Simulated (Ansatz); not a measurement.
**Relaxation of the atoms of Rb3LiPb4 (Cmcm, 16 atoms in the cell) at several settings**

```yaml
crystal:
  lattice:
    - [3.63875, -8.21669, 0.00000]
    - [3.63875, 8.21669, 0.00000]
    - [0.00000, 0.00000, 10.65835]
  atoms:
    - { symbol: Rb, position: [0.22621, 0.77379, 0.75000] }
    - { symbol: Rb, position: [0.77379, 0.22621, 0.25000] }
    - { symbol: Rb, position: [0.61282, 0.38718, 0.54379] }
    - { symbol: Rb, position: [0.38718, 0.61282, 0.45621] }
    - { symbol: Rb, position: [0.38718, 0.61282, 0.04379] }
    - { symbol: Rb, position: [0.61282, 0.38718, 0.95621] }
    - { symbol: Li, position: [0.00000, 0.00000, 0.50000] }
    - { symbol: Li, position: [0.00000, 0.00000, 0.00000] }
    - { symbol: Pb, position: [0.18342, 0.25052, 0.75000] }
    - { symbol: Pb, position: [0.81658, 0.74948, 0.25000] }
    - { symbol: Pb, position: [0.25052, 0.18342, 0.25000] }
    - { symbol: Pb, position: [0.74948, 0.81658, 0.75000] }
    - { symbol: Pb, position: [0.83269, 0.16731, 0.60675] }
    - { symbol: Pb, position: [0.16731, 0.83269, 0.39325] }
    - { symbol: Pb, position: [0.16731, 0.83269, 0.10675] }
    - { symbol: Pb, position: [0.83269, 0.16731, 0.89325] }
```

Base: PBEsol, default PAW files made with PBE (Ansatz, a first-principles code). Its settings: basis.ecutwfc = 420 eV; kpoints.mp_grid.grid = 4 4 3; hamiltonian.xc = pbesol; hamiltonian.pseudopotentials = {kind: paw} (the program's default PAW files); scf.occupations.method = fixed. Starting volume 39.83 Å³ per atom.

Each line gives the change from the base single point and the result:

- atoms moved at random; scf.convergence.dr2_threshold: default (1e-07 eV) → 0.001 eV; relax: default → atoms; relax.f_tol: default → 0.03 eV/Å: pressure -0.50 GPa; largest force (vector length) 0.024 eV/Å; relaxation steps 4; free energy against the base single point -0.3 meV/atom.
- atoms moved at random; relax: default → atoms; relax.f_tol: default → 0.03 eV/Å: pressure -0.51 GPa; largest force (vector length) 0.011 eV/Å; relaxation steps 4; free energy against the base single point -0.4 meV/atom.
- relax: default → atoms: pressure -0.50 GPa; largest force (vector length) 0.004 eV/Å; relaxation steps 6; free energy against the base single point -0.4 meV/atom.

The starting cell comes from a database of computed structures (which also holds hypothetical and non-ambient phases and stackings), without a prior relaxation at this level. Ansatz's pressure includes its estimate of the finite-basis (Pulay) stress.

Keys are those of Ansatz 0.2.
